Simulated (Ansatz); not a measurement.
We consider fcc Yb, described by LDA in Ansatz (PAW).

Run with plane-wave cutoff 520 eV, 18×18×18 k mesh, Fermi–Dirac smearing 0.05 eV, no spin polarisation, scalar-relativistic PAW data made under PBE.

Cell (relaxed at this level):

Yb is modelled in the cubic space group Fm-3m (No. 225), the fcc (Cu type) structure, Pearson symbol cF4. Cell: a = b = c = 4.9137 Å, α = β = γ = 90.00°. Yb on 4a has 12 Yb at 3.474 Å and 6 Yb at 4.914 Å. (Neighbours: up to the widest gap in distance over summed covalent radii, below 1.35, at either atom.)
(The calculation used a cell of 1 atom; values per cell refer to that cell.)

Q: What does this level give for the bulk modulus B0 and pressure derivative B′ of the bulk modulus?

A: 
* **bulk modulus B0**: 24.0 GPa
* **pressure derivative B′ of the bulk modulus**: 3.6

The run finds no gap.

Measured, for comparison: bulk modulus 16.3 GPa (temperature not stated, not corrected to a static lattice; as tabulated in doi:10.1007/BF02743909 (ytterbium under pressure), abstract). Computed (rounded) less measured: bulk modulus +47 %.

Spin–orbit coupling is not included.

Static lattice: no zero-point or thermal effects.

Cost on a shared machine: roughly 90 core-seconds.

Ansatz is a quantum-chemistry and plane-wave program.
